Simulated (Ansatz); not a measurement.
Cubic perovskite BaZrO3, treated with LDA (PAW; Ansatz, a quantum-chemistry and plane-wave program).

Settings: plane-wave cutoff 520 eV, 6×6×6 k mesh, perturbation theory, scalar-relativistic PAW data made under PBE.

Computed at the level's own relaxed cell.

Question: Predict the electronic dielectric constant ε∞.

Answer: 
electronic dielectric constant ε∞: 4.91

Note: the run finds an imaginary mode (83i cm⁻¹), so the cell is a saddle point at this level.

Spin–orbit coupling is not included.

Computing time: roughly 4 core-minutes.
